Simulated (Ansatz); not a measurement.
In a (10,0) BAs nanotube, the lowest empty band has its minimum at Γ and lies 0.015 eV higher 0.0336 Å⁻¹ away along the axis.

Level of theory: PBE (plane waves to 420 eV, PAW; Ansatz, an electronic-structure program). Mesh 1×1×6. No spin polarisation. It repeats along c; a and b span vacuum. A hypothetical model, rolled from the flat sheet. Symmetry and one short period hold its shape; lower forms weren't sought. Values not marked SOC lack spin–orbit coupling.

Q: Estimate the electron mass along the axis.

A: For a parabola ΔE = ħ²Δk²/2m, and ħ²/2mₑ = 3.810 eV Å². So m/mₑ = 3.810 × 0.0336²/0.015 = 0.29. The curvature over a step a third as long gives 0.28; the band is close to a parabola here.
